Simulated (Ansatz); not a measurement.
Input and output of a relaxation of the atoms for Ir2C (P1, 3 atoms in the cell) (Ansatz, a quantum-chemistry and plane-wave program).

Computed with PBE (plane waves, PAW; Ansatz).

The change in words: atoms moved at random; relax: default → atoms; relax.f_tol: default → 0.1 eV/Å. Reference geometry:
```xyz
3
Lattice="2.9489 0.0000 0.0000 -1.4744 2.5538 0.0000 0.0000 0.0000 4.7571" Properties=species:S:1:pos:R:3 pbc="T T T"
C      0.0000     0.0000     0.0000
Ir     0.0000     1.7025     1.1988
Ir     1.4744     0.8513     3.5583
```

Reference input (self-consistent single point, DFT, PBE, plane waves, default PAW files): basis.ecutwfc = 30.9 Ry; kpoints.mp_grid.grid = 9 9 5; hamiltonian.xc = pbe; hamiltonian.pseudopotentials = {kind: paw} (the program's default PAW files); scf.occupations.method = cold; scf.occupations.width = 0.0073 Ry. This run's input differs from it in these lines:

Ansatz 0.2 input:
```diff
@@ -7,5 +7,5 @@
   atoms:
-    - { symbol: C, position_ang: [0.00000000, 0.00000000, 0.00000000] }
-    - { symbol: Ir, position_ang: [-0.00000147, 1.70253085, 1.19879827] }
-    - { symbol: Ir, position_ang: [1.47443547, 0.85126415, 3.55833773] }
+    - { symbol: C, position_ang: [-0.13347166, 0.00459683, 0.02348598] }
+    - { symbol: Ir, position_ang: [0.08574718, 1.74283740, 1.13612776] }
+    - { symbol: Ir, position_ang: [1.52216143, 0.80636077, 3.59751750] }
 basis:
@@ -23,2 +23,4 @@
     width: 0.0073 Ry
+relax:
+  f_tol: 0.1
 output:
```

The program printed (abridged):

```
   [... SCF lines of the steps left out ...]
relax step   1: F+E_penalty+E_count = -24118.58418558 eV  Δ(F+E_penalty+E_count) = +0.000e0 eV  max|allowed force component| = 3.527e0 eV/Å  Δτ_max = 0.0000 Å  (5 SCF iters, dr2 threshold 1.00e-4 eV, accepted)
relax step   2: F+E_penalty+E_count = -24118.97378576 eV  Δ(F+E_penalty+E_count) = -3.896e-1 eV  max|allowed force component| = 1.094e0 eV/Å  Δτ_max = 0.1145 Å  (5 SCF iters, dr2 threshold 1.00e-4 eV, accepted)
relax step   3: F+E_penalty+E_count = -24119.01555079 eV  Δ(F+E_penalty+E_count) = -4.177e-2 eV  max|allowed force component| = 7.901e-1 eV/Å  Δτ_max = 0.0246 Å  (4 SCF iters, dr2 threshold 7.48e-5 eV, accepted)
relax step   4: F+E_penalty+E_count = -24119.07501290 eV  Δ(F+E_penalty+E_count) = -5.946e-2 eV  max|allowed force component| = 4.419e-2 eV/Å  Δτ_max = 0.1003 Å  (5 SCF iters, dr2 threshold 6.00e-5 eV, accepted)
relax step   5: F+E_penalty+E_count = -24119.07501312 eV  Δ(F+E_penalty+E_count) = -2.175e-7 eV  max|allowed force component| = 4.443e-2 eV/Å  Δτ_max = 0.0000 Å  (3 SCF iters, accepted)
Stability not checked (fill_not_monotonic)
Free energy (F): -24119.075013 eV
Internal energy: -24119.072105 eV  (E = F + TS)
E sigma→0 (E₀):  -24119.074044 eV
Entropy (-TS):   -0.002908 eV (-0.969 meV/atom)
Fermi energy:    22.510181 eV
--- Forces (eV/Å), atoms counted from 1 ---
  atom   1  C      0.01038077    -0.00929945    -0.01436318
  atom   2  Ir    -0.03013865    -0.00610390     0.04442606
  atom   3  Ir     0.01976890     0.01540231    -0.03006063
--- Stress (GPa, compression-positive) ---
        0.559624       1.802174      -0.361618
        1.802174      -0.970358      -0.204586
   [... lines left out ...]
  F+E_penalty+E_count = -24119.07501312 eV   max|allowed force component| = 4.443e-2 eV/Å
  atoms:
    - { symbol: C, position: [-0.00015492686401683833, 0.0011658634888686117, 0.00018064444354366755] }
    - { symbol: Ir, position: [0.3496724599040978, 0.6726674461416492, 0.26187786720407746] }
    - { symbol: Ir, position: [0.6504834673437954, 0.32616669036948254, 0.737940487750336] }
```

The run converged. 

Summary of the result:
| Property | Value |
|---|---|
| Free energy E − TS (on the zero of these files) | -24119.0750 eV |
| Fermi level (on the code's own zero) | 22.51 eV |
| Pressure | 4.99 GPa |
| Largest force (vector length) | 0.054 eV/Å |
| Relaxation steps | 5 |

The starting cell was generated: these elements placed on a structure prototype, without a prior relaxation; it need not be a known phase or ordering of this composition. For this run, on top of that: atoms moved at random. Spin polarisation is off. Ansatz's pressure includes its estimate of the finite-basis (Pulay) stress.

Cost on one core of a shared machine: roughly 80 s.
